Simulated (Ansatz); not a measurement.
NbAs, pressure series

Base system: NbAs (space group I4_1md, No. 109; a = 3.474 Å, c = 11.749 Å).

Cell and atoms are relaxed at each pressure.

Computed with PBE (Ansatz, a quantum-chemistry and plane-wave program, PAW, no spin-orbit coupling).

Candidates:
(a) pressure 3 GPa
(b) pressure −1 GPa
(c) pressure 0.7 GPa

Before the change:

| Property | Result |
|---|---|
| c/a ratio | 3.382 |

Problem. Order them by c/a ratio, highest first.

Solution. (b) pressure −1 GPa (3.386), (c) pressure 0.7 GPa (3.380), (a) pressure 3 GPa (3.370)

Load acts through the strain it causes; cell and atoms are relaxed under it. Stability against distortions was not tested. All final runs are without spin polarisation.
